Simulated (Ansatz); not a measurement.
Structure of amorphous Hf₁₈O₃₈Ge (periodic cell):

```xyz
57
Lattice="9.1848 0.0000 0.0000 0.0000 9.1848 0.0000 0.0000 0.0000 9.1848" Properties=species:S:1:pos:R:3 pbc="T T T"
Hf     4.6076     8.2590     2.7709
Hf     6.8786     5.3389     3.4865
Hf     4.0667     2.6324     7.5131
Hf     1.3004     7.1560     0.6836
Hf     7.4559     6.1015     6.9868
Hf     5.5451     2.0185     3.7437
Hf     1.9390     0.6251     3.1930
Hf     4.8948     5.6578     0.7489
Hf     5.9120     8.5506     8.4403
Hf     8.3663     0.8778     1.5429
Hf     6.7264     3.1537     0.1317
Hf     4.0154     5.6070     4.8941
Hf     1.7166     5.0499     7.3336
Hf     8.4495     3.1502     5.8673
Hf     0.9866     1.5634     8.0419
Hf     7.8481     9.0575     4.9859
Hf     0.7563     5.7824     4.2197
Hf     2.1271     4.0515     1.6513
O      4.0265     7.7507     4.6835
O      0.8373     0.0208     0.3765
O      8.2451     6.9783     4.1207
O      6.7432     4.7950     1.4549
O      7.2295     1.8561     4.8581
O      0.7566     5.7510     2.0068
O      3.9428     1.0493     2.9017
O      7.2831     8.1420     6.7533
O      6.1489     5.8400     5.4662
O      5.0455     4.0422     8.6133
O      6.2502     9.0499     3.7024
O      7.4173     3.8937     7.4096
O      4.0142     4.0473     1.6881
O      2.1448     6.2932     5.7384
O      8.5373     4.2009     3.9669
O      8.9021     1.1159     6.5104
O      6.7152     2.0720     1.9584
O      2.2340     3.2741     8.7781
O      2.8453     0.9810     7.5731
O      1.1352     3.1708     6.6183
O      1.3521     2.3200     2.2725
O      6.2470     6.4230     8.5013
O      2.7637     5.9116     0.0297
O      9.0940     0.2530     3.3580
O      9.1392     5.2330     6.0838
O      2.5045     4.8128     3.6767
O      5.4395     3.9560     4.0673
O      8.6372     2.3188     0.0894
O      0.2933     6.3265     8.3214
O      4.5296     1.5362     5.6465
O      2.0545     0.3041     5.1252
O      5.6760     1.5174     8.3904
O      5.0758     6.2587     2.8740
O      4.7120     7.8243     0.7920
O      3.6145     4.3527     6.4680
O      2.4265     8.0360     2.3646
O      4.3722     8.1619     7.2018
O      7.3322     8.6944     0.7225
Ge     3.5899     9.1296     5.9721
```

Computed with PBE, scalar-relativistic without spin-orbit coupling (plane waves to 420 eV, PAW; Ansatz, a program for electronic structure).

Preparation: random packing, a CHGNet melt and quench, and a DFT relaxation. O atoms were pushed apart under 1.9 Å during the dynamics, to hinder bonds among them. The hot cell started wider than the set density and was brought back towards it in steps. It is the lowest in DFT energy of 2 quenches. It is a model cell: composition and starting density were chosen by hand, and all elements were melted together. No dispersion term was used. Its density started from a set value of 8.72 and ended at 8.34 g/cm³. The quench (nominally 300 K/ps over its main leg) was far faster than any real one, so the model tends to hold more defects than a real film. One small periodic cell is one sample of the glass; other quenches scatter about these values. The volume was free in the relaxation, at fixed shape. Stress components on the final sampling reach 2.1 GPa. On a 2×2×2 Γ-centred mesh force components of up to 0.13 eV/Å stay, since the relaxation ran on the zone centre alone.

Cut-offs for bonds: Hf-Hf 3.34 Å, Hf-O 2.80 Å, Hf-Ge 2.99 Å, O-O 1.58 Å, O-Ge 2.23 Å, Ge-Ge 2.81 Å. Two cations that share two anions don't count as bonded, nor two that share one unless they lie closer than Hf-Hf 3.25 Å, Hf-Ge 2.91 Å, Ge-Ge 2.57 Å.

Task: Give the coordination numbers, mean bond lengths and angles.

Result: 
The mean coordination of Hf by anions comes out as 6.06 (2 with 5, 13 with 6, 3 with 7) and the mean coordination of O is 3.00 (4 with 2, 30 with 3, 4 with 4). The mean coordination of Ge by anions is 5.00 (1 with 5). The mean Hf-O bond is 2.130 Å (spread 0.119 Å, 109 counted) and the mean O-Ge bond comes out as 1.880 Å (spread 0.106 Å, 5 counted). The bond angle at Hf comes out as mean 103.4°, spread 29.6°, the bond angle at O is mean 115.7°, spread 17.6° and the bond angle at Ge is mean 106.8°, spread 26.3°.

Task: Which atoms depart from the most common coordination of their element?

Result: Hf4 has 5 (O24 2.01 Å, O47 2.02 Å, O41 2.03 Å, O20 2.12 Å, O54 2.21 Å); Hf7 has 5 (O49 1.96 Å, O39 2.02 Å, O54 2.02 Å, O25 2.07 Å, O42 2.07 Å); Hf8 has 7 (O31 2.06 Å, O28 2.09 Å, O40 2.11 Å, O22 2.16 Å, O52 2.17 Å, O51 2.22 Å, O41 2.26 Å); Hf12 has 7 (O53 2.05 Å, O44 2.10 Å, O19 2.15 Å, O32 2.16 Å, O27 2.22 Å, O45 2.33 Å, O51 2.37 Å); Hf13 has 7 (O32 2.07 Å, O38 2.09 Å, O47 2.15 Å, O43 2.17 Å, O53 2.20 Å, O41 2.32 Å, O36 2.35 Å); O31 has 2 (Hf18 1.89 Å, Hf8 2.06 Å); O36 has 4 (Hf18 2.20 Å, Hf15 2.24 Å, Hf3 2.32 Å, Hf13 2.35 Å); O41 has 4 (Hf4 2.03 Å, Hf8 2.26 Å, Hf13 2.32 Å, Hf18 2.55 Å); O43 has 4 (Hf5 2.10 Å, Hf17 2.10 Å, Hf13 2.17 Å, Hf14 2.20 Å); O49 has 2 (Ge57 1.79 Å, Hf7 1.96 Å); O51 has 4 (Hf1 2.06 Å, Hf2 2.11 Å, Hf8 2.22 Å, Hf12 2.37 Å); O55 has 2 (Ge57 1.75 Å, Hf9 2.01 Å); O56 has 2 (Hf10 1.90 Å, Hf9 2.05 Å).

Task: List the pairs of like atoms that count as bonded by the rules above.

Result: There are none by these rules.

Task: What Bader charges do the atoms carry, from a run on the zone centre alone?

Result: Means (range): Hf +2.61 e (+2.55 to +2.67), O -1.30 e (-1.36 to -1.20), Ge +2.36 e (+2.36 to +2.36).
| atom | charge (e) |
|---|---|
| Hf1 | +2.60 |
| Hf2 | +2.62 |
| Hf3 | +2.63 |
| Hf4 | +2.60 |
| Hf5 | +2.62 |
| Hf6 | +2.65 |
| Hf7 | +2.56 |
| Hf8 | +2.64 |
| Hf9 | +2.66 |
| Hf10 | +2.55 |
| Hf11 | +2.63 |
| Hf12 | +2.66 |
| Hf13 | +2.60 |
| Hf14 | +2.56 |
| Hf15 | +2.63 |
| Hf16 | +2.67 |
| Hf17 | +2.59 |
| Hf18 | +2.55 |
| O19 | -1.27 |
| O20 | -1.36 |
| O21 | -1.34 |
| O22 | -1.30 |
| O23 | -1.29 |
| O24 | -1.31 |
| O25 | -1.32 |
| O26 | -1.32 |
| O27 | -1.30 |
| O28 | -1.27 |
| O29 | -1.30 |
| O30 | -1.31 |
| O31 | -1.20 |
| O32 | -1.27 |
| O33 | -1.29 |
| O34 | -1.29 |
| O35 | -1.32 |
| O36 | -1.35 |
| O37 | -1.28 |
| O38 | -1.27 |
| O39 | -1.31 |
| O40 | -1.28 |
| O41 | -1.33 |
| O42 | -1.33 |
| O43 | -1.32 |
| O44 | -1.30 |
| O45 | -1.27 |
| O46 | -1.32 |
| O47 | -1.31 |
| O48 | -1.30 |
| O49 | -1.23 |
| O50 | -1.34 |
| O51 | -1.34 |
| O52 | -1.30 |
| O53 | -1.29 |
| O54 | -1.33 |
| O55 | -1.23 |
| O56 | -1.26 |
| Ge57 | +2.36 |
